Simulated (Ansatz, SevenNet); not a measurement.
**Rock-salt NbN (cubic form, which distorts at low temperature), elastic constant C12**

Reference value: 134 GPa (measured, temperature not stated, not corrected to a static lattice; as tabulated in Wu et al. (2005), arXiv:cond-mat/0412374).

Task: Put these levels in order of the elastic constant C12 that they give for rock-salt NbN (cubic form, which distorts at low temperature), smallest first: PBE (Ansatz, a first-principles code), SevenNet-0 (SevenNet), SevenNet-l3i5 (SevenNet).

Result: PBE (136 GPa), SevenNet-0 (180 GPa), SevenNet-l3i5 (191 GPa)

Unless a cell is named, each level is at its own relaxed cell (SevenNet-0 11.03, SevenNet-l3i5 11.04, PBE 10.80 Å³/atom).

Differences against the reference: SevenNet-0 +34 %, SevenNet-l3i5 +43 %, PBE +1.5 %.

The reference has no zero-point or thermal correction, while the calculations are for a static lattice, so the differences are not the levels' errors alone.  PBE: symmetry holds this phase in the static calculation, where it need not be a minimum. Each level is taken at its own relaxed cell. Ansatz's density-functional and Hartree–Fock values are scalar-relativistic unless marked +SOC, with PAW data made under PBE.

Machine-learned potentials (SevenNet-0, SevenNet-l3i5) are trained on DFT data, which may include these solids.

Differences are worked out from the printed values.
